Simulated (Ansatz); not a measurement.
The parent structure is YN in the rock salt structure (space group Fm-3m, No. 225).

```xyz
2
Lattice="0.0000 2.4099 2.4099 2.4099 0.0000 2.4099 2.4099 2.4099 0.0000" Properties=species:S:1:pos:R:3 pbc="T T T"
Y      0.0000     0.0000     0.0000
N      2.4099     2.4099     2.4099
```

Computed with LDA, PAW, 420 eV (Ansatz, a first-principles code; no SOC).

Base values:

```
Quantity           Result
---------------  --------
Volume per atom  14.00 Å³
```

Perturbation: a hydrostatic pressure of 0.9 GPa.

Q: Predict the new volume per atom.

A: The volume per atom shrinks by 0.07 Å³ (14.00 Å³ → 13.93 Å³).

Load acts through the strain it causes; cell and atoms are relaxed under it. No phonon test of stability was made. The final runs are not spin-polarised.
